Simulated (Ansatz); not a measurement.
# LaTiHO₂ (model structure, started from the SrVO2H type, P4/mmm, No. 123, 5 atoms in the cell)

Level of theory: r²SCAN (Ansatz, a first-principles code, plane waves, PAW).

Settings: plane-wave cutoff 560 eV, 14×14×16 k mesh (along the axes of the cell as run), Fermi–Dirac smearing 0.05 eV, spin-polarised with parallel moments, scalar-relativistic PAW data made under PBE.

Cell (relaxed at this level):

```
CELL_PARAMETERS angstrom
      4.01477     0.00000     0.00000
      0.00000     4.01477     0.00000
      0.00000     0.00000     3.65358
ATOMIC_POSITIONS crystal
  La 0.50000 0.50000 0.50000
  Ti 0.00000 0.00000 0.00000
  O  0.50000 0.00000 0.00000
  O  0.00000 0.50000 0.00000
  H  0.00000 0.00000 0.50000
```
Starting moments (μB, in the order of the record's atoms La Ti O O H): 0.0 1.0 0.0 0.0 0.0.

* **bulk modulus**: 150 GPa

Note: the magnetic order was assumed, not searched for or taken from measurement; the bulk modulus is −V dP/dV from two relaxed cells at ±2 % in volume; the moments ended far under their starting size, a low-moment state that need not be the lowest; the relaxation could raise the start's symmetry but not lower it, so the cell can be a saddle point; functionals without U or exact exchange can leave correlated insulators metallic, so the missing gap need not be real.

Spin–orbit coupling is not included; it can open a gap where bands touch, and shift volumes and moduli.

Computing time: very roughly 16 core-minutes.

A model structure was made by putting elements into a prototype or built by hand; it is no filed structure, need not be a known phase, and can be a saddle point held by its symmetry.
